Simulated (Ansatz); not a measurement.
**bcc Mo: the defect Mo vacancy + Ge on the Mo site**

These are PBE, PAW (plane waves to 420 eV; Ansatz, a program for electronic structure) values and carry that method's errors. Cell and caveats: 54-site cell; 4×4×4 shifted k-points; start: the Mo site; Mo 2.74 Å away; finite-size errors of tenths of an eV; the relaxation kept the symmetry of the starting site; relaxed from one start, so a lower configuration may exist.

Neighbours after relaxation, in Å: of the emptied site: Ge 2.51; of the Ge atom: Mo 2.71, Mo 2.71, Mo 2.71, Mo 2.82, Mo 2.82, Mo 2.82.

Formation energies E_f are those of the neutral cell. Chemical conditions: host crystal and elements as references (Δμ(Mo) = 0.00 eV, Δμ(Ge) = 0.00 eV; Ge taken from its element, since no compound that bounds it was computed at this level; only phases computed here count, gases as isolated molecules at 0 K). Reference phases: Ge: germanium, Mo: bcc Mo.

The name describes the start; the neighbours show where the atoms ended.

```tsv
charge	moment (μB)	point group	largest move off a lattice site (Å)	E_f, host crystal and elements as references (eV)
0	not spin-polarised	C3v	0.23	2.56
```

Point groups are those of the whole cell at tolerances of 0.03 and 0.1 Å ("near" where only the looser one holds); none is given for unsettled states.

All states together cost about 50 core-minutes (a rough figure).
